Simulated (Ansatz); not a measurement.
The parent structure is HgI$_{2}$ (space group P6_3/mmc, No. 194; a hypothetical phase, not in the database extracts checked).

```
HgI2
1.0
    4.15456     0.00000     0.00000
   -2.07728     3.59795     0.00000
    0.00000     0.00000    14.39252
Hg I
2 4
Direct
  0.33333   0.66667   0.25000
  0.66667   0.33333   0.75000
  0.33333   0.66667   0.61748
  0.66667   0.33333   0.11748
  0.66667   0.33333   0.38252
  0.33333   0.66667   0.88252
```

The values are results of r2SCAN+rVV10 (Ansatz, a program for electronic structure), spin-orbit coupling left out, not measurements.

For the base:

```
Item                                                   Value
----------------------------  ------------------------------
Gap between the host's bands                         0.66 eV
Gap character                 indirect, K–Γ (38 % along) → M
```

Modification: hole doping at 3.0×10^21 cm⁻³ (0.645 per cell), with a uniform compensating background at fixed cell and a 300 K Fermi–Dirac width.

Question: Predict the new Fermi level from band edge.

Answer: The Fermi level relative to the doped band's edge (positive inside the band; to 0.05 eV) comes out as +0.15 eV.

Question: What does the calculation give for the gap between the host's bands after the change?

Answer: The gap between the host's bands increases by 0.14 eV (0.66 eV → 0.80 eV).

Question: What does the calculation give for the gap character after the change?

Answer: The gap character remains indirect, K–Γ (38 % along) → M.

Carriers are added with a uniform compensating background; total energy and stress of such cells depend on the potential's zero and are not compared; many-body gap narrowing is missing at this level. With Hg and I present, leaving out spin-orbit coupling can change the band edges. Stability against distortions was not tested.
